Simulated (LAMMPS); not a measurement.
Melting of Ni (fcc) at zero pressure by solid-liquid coexistence, with several potentials.

Models:
- EAM-type CuNi.eam.alloy: classical MD, pair style eam/alloy, file CuNi.eam.alloy (LAMMPS); Onat and Durukanoglu, J Phys Cond Matt, 26, 035404 (2014)
- EAM-type Ni.adp: classical MD, pair style adp, file Ni.adp (LAMMPS); Mishin et al, Acta Mater, 53, 4029 (2005)
- EAM-type NiAlH_jea.eam.alloy: classical MD, pair style eam/alloy, file NiAlH_jea.eam.alloy (LAMMPS); Moody and Baskes, Modell Sim Mater Sci Eng, 3, 289-307 (1995)
- EAM-type smf7: classical MD, pair style eam, the elements' _smf7.eam files (smf7) (LAMMPS); Foiles, Phys Rev B 32, 7685 (1985)
- EAM-type universal-3 set of Foiles, Baskes and Daw: classical MD, pair style eam, the elements' _u3.eam files (universal-3 set of Foiles, Baskes and Daw) (LAMMPS); Foiles et al, Phys Rev B, 33, 7983 (1986)
- MEAM MoCoNiVFeAlCr_2nn.meam: classical MD, pair style meam, file MoCoNiVFeAlCr_2nn.meam (LAMMPS); Wang, J., Kwon, H., Kim, H.S. et al. A neural network model for high entropy alloy design. npj Comput Mater 9, 60 (2023).
- MEAM library.meam-Ni: classical MD, pair style meam, file library.meam (library.meam-Ni) (LAMMPS); Baskes, Phys Rev B, 46, 2727-2742 (1992)

```csv
potential,melting point,enthalpy of fusion,entropy of fusion,volume change,superheating limit,rough cost (ms per atom and simulated ps)
EAM-type CuNi.eam.alloy,1570 ± 31 K,0.15 eV/atom,1.1 kB/atom,5.4 %,2000 K,1 to 3
EAM-type Ni.adp,1800 ± 36 K,0.20 eV/atom,1.3 kB/atom,6.6 %,2300 K,1 to 3
EAM-type NiAlH_jea.eam.alloy,1440 ± 29 K,0.13 eV/atom,1.0 kB/atom,4.5 %,1900 K,1 to 3
EAM-type smf7,1810 ± 36 K,0.19 eV/atom,1.2 kB/atom,6.8 %,2300 K,0.3 to 1
"EAM-type universal-3 set of Foiles, Baskes and Daw",1710 ± 34 K,0.18 eV/atom,1.2 kB/atom,7.0 %,2200 K,0.3 to 1
MEAM MoCoNiVFeAlCr_2nn.meam,2030 ± 41 K,0.26 eV/atom,1.5 kB/atom,9.5 %,2500 K,3 to 10
MEAM library.meam-Ni,2130 ± 43 K,0.37 eV/atom,2.0 kB/atom,14 %,2900 K,1 to 3
```

Measured melting point: 1728 K (Wikipedia, Melting points of the elements (data page)).

Costs are rough: whole-run CPU time with set-up and analysis, from shared machines, in bands a factor of about three wide.

Caution: the error of the potential's melting point is set to 2 % at least, a picked allowance for cell size and run length.

Caution: the potential MEAM library.meam-Ni is a first-neighbour MEAM set with a 4 Å cutoff, used here without a parameter file and away from the static properties it was fitted to.

The measured melting point is 1728 K (Wikipedia, Melting points of the elements (data page)). Which are the cheapest of these potentials within 5 % of it, and does a dearer one do better? Within 5 % at the lowest cost class (0.3 to 1 ms): EAM-type universal-3 set of Foiles, Baskes and Daw, EAM-type smf7. Smallest miss by cost class: 0.3 to 1 ms, 1.1 %; 1 to 3 ms, 4.0 %; 3 to 10 ms, 17.2 %.
